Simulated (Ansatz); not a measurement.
Consider ZrN in the rock salt structure (space group Fm-3m, No. 225; a = 4.596 Å; relaxed with 0.1 eV smearing). Axes: x, y, z lie along the cube axes.

Level of theory: PBE/PAW in Ansatz (an electronic-structure program), no SOC, earlier PAW set.

Perturbation: every lattice vector is stretched by 1.47 %; the atoms relax in the strained cell.

Question: Predict the stress tensor and what it implies for the stiffness.

Answer: Stress of the strained cell less that of the base (GPa, compression positive):
```
   -9.9     0.0     0.0
    0.0    -9.9     0.0
    0.0     0.0    -9.9
```

Then B = −ΔP/(ΔV/V₀) with ΔV/V₀ = 0.0448 gives secant stiffness values (nonlinear terms included at this strain): B ≈ 221 GPa.

As a check, the harmonic strain energy −½ V₀ Δσ:ε is 17 meV/atom; the computed energy rise is 17 meV/atom.

No phonon test of stability was made. The final runs are not spin-polarised.
